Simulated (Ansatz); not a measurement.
Effect of tensor shear ε_yz = −3.70 % on Se

Base system: Se (space group P3_121, No. 152; a = 4.506 Å, c = 4.991 Å; made of chains). Axes: x lies along a and z along c of the hexagonal cell.

Modification: a pure shear with ε_yz = ε_zy = -0.0370; the atoms relax in the strained cell.

Level of theory: Ansatz (an electronic-structure program), r2SCAN, PAW, cutoff 500 eV, spin-orbit coupling left out. Settings: 9×9×7 k-points, 0.05 eV Fermi–Dirac smearing.

| quantity | base | changed | shift |
|---|---|---|---|
| volume per atom | 29.25 Å³ | 29.21 Å³ | -0.04 Å³ |
| space group | P3_121 (No. 152) | C2 (No. 5) | – |
| shortest interatomic distance | 4.487 bohr | 4.476 bohr | -0.011 bohr |
| energy relative to the base (free energy F) | 0 meV/atom | +6.4 meV/atom | +6.4 meV/atom |
| pressure (mean of the normal stresses, compression positive) | 0.0 kbar | 1.4 kbar | +1.4 kbar |
| band gap | 1.33 eV | 1.21 eV | -0.12 eV |
| gap character | – | indirect, L₂ → D₂ | – |
| electron mass | 0.18 mₑ along c, 0.43 mₑ across (at H) | 0.37 mₑ along x, 0.50 mₑ along y, 0.18 mₑ along z (off the base's special points) | – |
| stress (xx, yy, zz, yz, xz, xy; compression positive) | – | (0.46, -0.10, 0.07, 0.91, 0.00, 0.00) GPa | – |

Final structure:

```
Se
1.0
    4.50569     0.00000     0.00000
   -2.25284     3.90204    -0.14438
    0.00000    -0.18468     4.99129
Se
3
Direct
  0.22150   0.00000   0.83333
  0.99555   0.21259   0.17603
  0.78296   0.78741   0.49064
```

Masses are band curvatures over ±0.01 Å⁻¹ around the edge. Stability against distortions was not tested. No dispersion term is included, though the crystal is made of layers, chains or molecules, so its spacings can come out too wide. Labels are those of the standard path for the cell's own space group.
